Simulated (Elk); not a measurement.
Worked example: self-consistent single point of Zn (P6_3/mmc, 4 atoms in the cell) in Elk.

Method: PBEsol, all-electron FP-LAPW, Elk's shipped species files, APW+lo basis with extra local orbitals run with Elk.

```xyz
4
Lattice="2.8314 0.0000 0.0000 -1.4157 2.4521 0.0000 0.0000 0.0000 9.1100" Properties=species:S:1:pos:R:3 pbc="T T T"
Zn     0.0000     0.0000     0.0000
Zn     0.0000     0.0000     4.5550
Zn     0.0000     1.6347     2.2775
Zn     1.4157     0.8174     6.8325
```

Reference input (self-consistent single point, DFT, PBE, all-electron FP-LAPW, Elk's shipped species files, APW+lo basis with extra local orbitals): xctype = 20; rgkmax = 7.5; stype = 0; swidth = 0.00999582 Ha; ngridk = 13 13 4; tforce = true; gmaxvr = 18 1/bohr; lmaxapw = 10; lmaxo = 8; nxlo = 2; lorbcnd = true; lradstp = 2. This run's input differs from it in these lines:

```diff
@@ -4,3 +4,3 @@
 xctype
-  20
+  22
```

Output, abridged:

```
│ Self-consistent loop started │
│ Loop number : 1 │
 total energy                :     -7172.26555171
│ Loop number : 2 │
 total energy                :     -7172.79320663
RMS change in Kohn-Sham potential (target) :   0.1192658200     (  0.1000000000E-05)
Absolute change in total energy (target)   :   0.5276549214     (  0.1000000000E-03)
│ Loop number : 3 │
 total energy                :     -7172.91377047
RMS change in Kohn-Sham potential (target) :   0.1176084437     (  0.1000000000E-05)
Absolute change in total energy (target)   :   0.2524775733     (  0.1000000000E-03)
│ Loop number : 4 │
   [... lines left out ...]
Absolute change in total energy (target)   :   0.1016214085E-02 (  0.1000000000E-03)
│ Loop number : 13 │
 total energy                :     -7178.87782019
RMS change in Kohn-Sham potential (target) :   0.3477019743E-06 (  0.1000000000E-05)
Absolute change in total energy (target)   :   0.1657190596E-03 (  0.1000000000E-03)
│ Loop number : 14 │
 total energy                :     -7178.87778278
RMS change in Kohn-Sham potential (target) :   0.8041937205E-07 (  0.1000000000E-05)
Absolute change in total energy (target)   :   0.7883928993E-04 (  0.1000000000E-03)
Convergence targets achieved

│ Loop number : 15 │

Energies :
 Fermi                       :     0.224806015763
 total energy                :     -7178.87778810

Density of states at Fermi energy :    44.10585027
 (states/Hartree/unit cell)

Estimated indirect band gap :   0.9205133347E-03
 from k-point     54 to k-point      7
Estimated direct band gap   :   0.4499239953E-02
 at k-point      7

Charges :
 core                        :    48.00000000
 valence                     :    72.00000000
 interstitial                :    4.499901347
 muffin-tins (core leakage)
  species :    1 (Zn)
   atom    1                 :    28.87475553     (  0.8210131628E-04)
   atom    2                 :    28.87475553     (  0.8210131628E-04)
   atom    3                 :    28.87529379     (  0.8213984165E-04)
   [... lines left out ...]
   total force               :    -0.00000000   -0.00000000    0.00000000
   total magnitude           :     0.00000000
  atom :    4
   Hellmann-Feynman          :    -0.00000000   -0.00000000   -0.00000000
   IBS                       :     0.00000000    0.00000000    0.00000000
   total force               :     0.00000000    0.00000000    0.00000000
   total magnitude           :     0.00000000
```

The run converged in 15 iterations. The count includes the last loop, which Elk runs after its targets are met. 

The starting cell was generated: these elements placed on a structure prototype, without a prior relaxation; it need not be a known phase or ordering of this composition. Its lattice was rescaled by a random factor within 2.5 % of one. Values depend on the basis (sphere radii, cutoffs, local orbitals), which need not be converged. The log's line on a gap gives a spacing of levels on this mesh, which the program prints for metals too.

Cost on one core of a shared machine: roughly 2 min.
